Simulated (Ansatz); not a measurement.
Start from SiO$_{2}$ (space group P3_221, No. 154; a = 4.8658 Å, c = 5.3652 Å). Axes: x lies along a and z along c of the hexagonal cell.

All numbers come from LDA (Ansatz, a quantum-chemistry and plane-wave program), no spin-orbit coupling.

Modification: the cell is scaled by 1.0150 in all directions; the atoms relax in the strained cell.

### Question
Predict the stress tensor and what it implies for the stiffness.

### Answer
Stress of the strained cell less that of the base (GPa, compression positive):
```
  -1.27    0.00    0.00
   0.00   -1.27    0.00
   0.00    0.00   -1.56
```

Then B = −ΔP/(ΔV/V₀) with ΔV/V₀ = 0.0457 gives secant stiffness values (nonlinear terms included at this strain): B (at held cell shape, above the free-shape value) ≈ 30 GPa.

No phonon test of stability was made.
